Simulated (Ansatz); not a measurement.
The starting structures come from a database of crystals and need not be the phases stable at ambient conditions.

The decay constant κ of evanescent states in the gap governs leakage through a thin film.

Data:

```
Al2TiO5
1.0
    3.59239     0.00000     0.00000
    0.00000     9.66644     0.00000
    1.79619     0.00000     4.67166
Ti Al O
2 4 10
Cartesian
  1.79620   7.24983   1.72422
  3.59239   2.41661   2.94745
  1.79619   4.29374   1.31330
  3.59239   5.37270   3.35837
  3.59239   9.12696   3.35837
  1.79619   0.53948   1.31330
  1.79619   5.47372   2.91979
  3.59239   4.19272   1.75187
  3.59239   0.64050   1.75187
  1.79619   9.02594   2.91979
  1.79620   5.96139   0.41456
  3.59239   3.70505   4.25710
  3.59239   1.12817   4.25710
  1.79620   8.53827   0.41456
  3.59239   7.24983   2.47813
  1.79620   2.41661   2.19353
```

Space group of this cell: Cmcm. The cell is taken as given.

Transport runs along the normal of the first two printed cell vectors.

No gap correction and no spin-orbit coupling; mid-gap values are interpolated between computed energies.

State the band gap and the smallest decay constant κ at mid-gap according to PBEsol in Ansatz (a program for electronic structure).

Gap 3.00 eV on a 10×4×10 mesh; κ = 0.397 1/Å, at the zone centre.
